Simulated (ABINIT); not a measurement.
Band structure of ZnS (P6_3mc, 4 atoms in the cell).

```xyz
4
Lattice="3.7620 0.0000 0.0000 -1.8810 3.2580 0.0000 0.0000 0.0000 6.1662" Properties=species:S:1:pos:R:3 pbc="T T T"
Zn     0.0000     2.1720     0.0009
Zn     1.8810     1.0860     3.0840
S      0.0000     2.1720     2.3115
S      1.8810     1.0860     5.3946
```

Level of theory: PBE, PAW (JTH v2.0 PBE PAW) (plane waves; ABINIT).

Settings: pseudos = [Zn.GGA_PBE-JTH.xml, S.GGA_PBE-JTH.xml]; ecut = 30 Ha; pawecutdg = 60 Ha; pawxcdev = 0; occopt = 3; tsmear = 0.05 eV; ngkpt = 5 5 3; nshiftk = 1; shiftk = 0 0 0; potentials = JTH v2.0 PBE PAW; kptopt = 1; nstep = 80; tolvrs1 = 1e-12.

The starting cell comes from a database of computed structures (which also holds hypothetical and non-ambient phases and stackings), without a prior relaxation at this level. Its lattice was rescaled by a random factor within 2.5 % of one.

Predict the gap along the standard path and the places of the band edges.

The gap along the path is 2.36 eV, direct at Γ to within 0.01 eV.

Levels in eV from the top of the valence band on the SCF mesh, bands 15 to 22:
| point | 15 | 16 | 17 | 18 | 19 | 20 | 21 | 22 |
|---|---|---|---|---|---|---|---|---|
| Γ | -0.95 | -0.08 | 0.00 | 0.00 | 2.36 | 3.14 | 6.24 | 6.24 |
| M | -3.46 | -2.39 | -1.80 | -0.95 | 3.61 | 4.33 | 5.07 | 6.85 |
| K | -4.08 | -2.46 | -2.46 | -2.22 | 4.14 | 6.05 | 6.05 | 7.89 |
| A | -0.50 | -0.50 | -0.50 | -0.50 | 3.65 | 3.65 | 6.70 | 6.70 |
| L | -1.73 | -1.73 | -1.72 | -1.72 | 3.54 | 3.54 | 5.17 | 5.17 |
| H | -3.23 | -3.23 | -1.44 | -1.44 | 4.53 | 4.53 | 6.31 | 6.31 |
